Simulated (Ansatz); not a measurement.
The starting structures come from a database of crystals and need not be the phases stable at ambient conditions.

The decay constant κ of evanescent states in the gap governs leakage through a thin film.

Consider the following.

```
Sr2BBrN2
1.0
    7.18663     0.00000     0.00000
    2.39554     8.89582     0.00000
    3.59331     0.00000     2.07460
Sr B Br N
2 1 1 2
Direct
  0.75216   0.74352   0.00000
  0.24784   0.25648   0.00000
  0.50000   0.50000   0.00000
  0.00000   0.00000   0.00000
  0.55058   0.34827   0.00000
  0.44942   0.65173   0.00000
```

Space group of this cell: R-3m. The cell is taken as given; by r2SCAN its mean pressure is -1.2 GPa.

Transport runs along the normal of the first two printed cell vectors, the (110) plane of the conventional cell.

No gap correction and no spin-orbit coupling; mid-gap values are interpolated between computed energies.

**Question.** Estimate the band gap and the smallest decay constant κ at mid-gap that r2SCAN (Ansatz, a program for electronic structure) returns for this system.

**Answer.** Gap 2.78 eV on a 14×14×14 mesh; κ = 0.306 1/Å, at the zone centre.
